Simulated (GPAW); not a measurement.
GPAW is run on RhPb (P6/mmm, 6 atoms in the cell), and the run fails. The aim is a self-consistent single point with DFT LDA (Perdew-Wang 92), plane waves, GPAW PAW datasets LDA (gpaw-data 1.0.1).

The input file:

```python
from ase import Atoms
from ase.units import GPa
from gpaw import GPAW, PW

atoms = Atoms(['Rh', 'Rh', 'Rh', 'Pb', 'Pb', 'Pb'],
              cell=[[5.678000, 0.000000, 0.000000],
                    [-2.839000, 4.917292, 0.000000],
                    [0.000000, 0.000000, 4.428000]],
              positions=[[2.839000, 0.000000, 0.000000],
                         [1.419500, 2.458646, 0.000000],
                         [-1.419500, 2.458646, 0.000000],
                         [-0.000003, 3.278196, 2.214000],
                         [2.839003, 1.639096, 2.214000],
                         [0.000000, 0.000000, 0.000000]],
              pbc=True)

calc = GPAW(mode=PW(550),
            xc='LDA',
            kpts=(5, 5, 5),
            occupations={'name': 'methfessel-paxton', 'width': 0.05, 'order': 1},
            nbands=41,
            convergence={'forces': 0.001},
            symmetry={'symmorphic': False, 'tolerance': 0.0005},
            maxiter=100)

atoms.calc = calc

energy = atoms.get_potential_energy()
print('Energy (eV):', round(energy, 6))
forces = atoms.get_forces()
print('Forces (eV/Ang):')
print(forces.round(5))
stress = atoms.get_stress()
print('Stress (GPa, Voigt):', (stress / GPa).round(4))
```

Output, abridged:

```
Input parameters:
  convergence: {forces: 0.001}
  kpts: [5 5 5]
  maxiter: 100
  mode: {ecut: 550.0,
         name: pw}
  nbands: 41
  occupations: {name: methfessel-paxton,
                order: 1,
                width: 0.05}
  symmetry: {symmorphic: False,
             tolerance: 0.0005}

species:
  Rh:
    name: Rhodium
    Z: 45.0
    valence: 15
    core: 30
    charge: 0.0
    file: Rh.LDA.gz

    # Using partial waves for Rh as LCAO basis

  Pb:
    name: Lead
    Z: 82.0
    valence: 14
    core: 68
    charge: 0.0
    file: Pb.LDA.gz

    # Using partial waves for Pb as LCAO basis

Reference energy: -2090940.191593  # eV

Spin-paired calculation

Traceback (most recent call last):
   [... frames left out ...]
ValueError: Too few bands!  Electrons: 87.000000, bands: 41
```

Task: Read the log: what does the program object to, and what is the fix?

Result: The fault is too few bands; here the program stops on it instead of giving results. To fix it, raise the band count or leave it to the default. The program stopped before any SCF iteration.

The sound input it was made from differs as follows (other fixes are possible):
```diff
-            nbands=41,
+            nbands=-10,
```

With that input, the run converged in 23 iterations: free energy E − TS (from the program's reference atoms) -40.4182 eV; Fermi level (on the code's own zero) 9.06 eV; pressure -3.31 GPa (DFT LDA (Perdew-Wang 92), plane waves, GPAW PAW datasets LDA (gpaw-data 1.0.1)).

On the sound input: the starting cell comes from a database of published, mostly measured structures (it also holds non-ambient and calculated ones), without a prior relaxation at this level. Spin-orbit coupling is off. Spin polarisation is off. With a pressure of about -3 GPa the cell is away from its equilibrium volume at this level.
